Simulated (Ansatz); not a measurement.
Input:

```
CELL_PARAMETERS angstrom
      0.08498     3.11285     3.08250
      3.11285     0.08498     3.08250
      3.19783     3.19783     0.00000
ATOMIC_POSITIONS crystal
  Pb 0.00000 0.00000 0.00000
  Se 0.50000 0.50000 0.50000
```

Computed with r2SCAN with spin-orbit coupling, rigid bands (plane waves, PAW; Ansatz, a program for electronic structure). Condition of this run: uniaxial stress along [110] of -2 GPa (compression positive) (the target of the relaxation). Geometry: cell and atoms relaxed with r2SCAN, then loaded as said.

Question: Is this a good metal at this level?

Answer: No. No gap is resolved, and few carriers conduct, as in a semimetal or a zero-gap semiconductor. N(E_F) = 0.0081 states/eV a cell at 300 K and the Drude plasma energy along the best axis is 0.28 eV, several times under that of a simple or noble metal.
